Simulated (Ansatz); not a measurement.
Ge on a cation site across 6 hosts. Method: PBE, PAW (plane waves to 420 eV; Ansatz, an electronic-structure program). Charged cells are image-corrected; levels hold to tenths of an eV, spin–orbit coupling is left out, only levels at least 0.1 eV inside the gap count (those within 0.2 eV of an edge may still be shallow), and each defect is the lowest state found from one start.

```json
[
 {"host": "rutile SnO2", "site at the start": "the Sn site", "sites, k-points": "72, 2×2×2 shifted", "gap (eV)": "0.68", "localised charge states": "0", "levels above the VBM (eV)": "none; 0 throughout"},
 {"host": "zinc-blende AlP", "site at the start": "the Al site", "sites, k-points": "64, 2×2×2 shifted", "gap (eV)": "1.63", "localised charge states": "+1", "levels above the VBM (eV)": "none; +1 throughout"},
 {"host": "4H silicon carbide", "site at the start": "the Si(h) site", "sites, k-points": "96, 2×2×2 shifted", "gap (eV)": "2.23", "localised charge states": "0", "levels above the VBM (eV)": "none; 0 throughout"},
 {"host": "beta Si3N4", "site at the start": "the Si(2,4-fold) site", "sites, k-points": "84, 2×2×2 shifted", "gap (eV)": "4.25", "localised charge states": "0", "levels above the VBM (eV)": "none; 0 throughout"},
 {"host": "alpha quartz", "site at the start": "the Si site", "sites, k-points": "72, 2×2×2 Γ-centred", "gap (eV)": "5.68", "localised charge states": "0, −1", "levels above the VBM (eV)": "(0/−1) 5.48"},
 {"host": "wurtzite AlN", "site at the start": "the Al site", "sites, k-points": "96, 2×2×2 shifted", "gap (eV)": "4.03", "localised charge states": "+1, 0, −1", "levels above the VBM (eV)": "(+1/−1) 3.61"}
]
```

The lowest level as a share of the gap: wurtzite AlN: 3.61 / 4.03 = 0.90; alpha quartz: 5.48 / 5.68 = 0.96. No level in rutile SnO2, zinc-blende AlP, 4H silicon carbide, beta Si3N4.
